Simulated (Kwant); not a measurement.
Model: one-band effective-mass tight-binding model in one dimension, coherent, no space charge (Kwant).

System: GaAs/Al0.3Ga0.7As stack with 1 barrier. One parabolic valley. Leads of mass 0.067 mₑ with the band edge at 0; grid 0.1 nm; bias 0 V, dropping linearly over the stack.

| layer | thickness (nm) | band offset (eV) | mass (mₑ) |
|---|---|---|---|
| 1 | 3.6 | 0.24 | 0.092 |

Constants are typed, rounded textbook-type inputs, not results; the design itself was drawn at random and stands for no fabricated device.

Sweep values stay those of the base run.

One input was changed, with this effect: mean transmission over the sweep 0.22 → 0.39; transmission at E = 0.3600 eV little changed (0.66); transmission at E = 0.08749 eV 0.049 → 0.24; transmission at E = 0.2692 eV 0.36 → 0.55.

Task: Which change was it?
A. height of the first barrier 0.24 → 0.29 eV
B. mass in the first barrier 0.092 → 0.074 mₑ
C. thickness of the first barrier 3.6 → 2.2 nm

Result: C, thickness of the first barrier 3.6 → 2.2 nm
